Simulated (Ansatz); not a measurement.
The parent structure is Hf in the hcp (Mg type) structure (space group P6_3/mmc, No. 194; relaxed with 0.1 eV smearing).

```
CELL_PARAMETERS angstrom
      3.15801     0.00000     0.00000
     -1.57901     2.73492     0.00000
      0.00000     0.00000     5.00438
ATOMIC_POSITIONS crystal
  Hf 0.33333 0.66667 0.75000
  Hf 0.66667 0.33333 0.25000
```

Computed with Ansatz (a first-principles code) PBEsol, scalar-relativistic without spin-orbit coupling, earlier PAW set.

Before the change:

```
Item        Value
--------  -------
Band gap     zero
Pressure  0.0 GPa
```

One thing is altered: an isotropic linear strain of +0.74 %, atoms relaxed at fixed cell.

Task: Predict the new band gap.

Result: The band gap is still zero.

Task: What does the calculation give for the energy relative to the base after the change?

Result: The energy increases by 3.7 meV/atom.

Task: What happens to the pressure?

Result: The pressure (mean of the normal stresses, compression positive) goes from zero to -2.4 GPa.

Whether these cells are dynamically stable was not tested. All final runs are without spin polarisation.
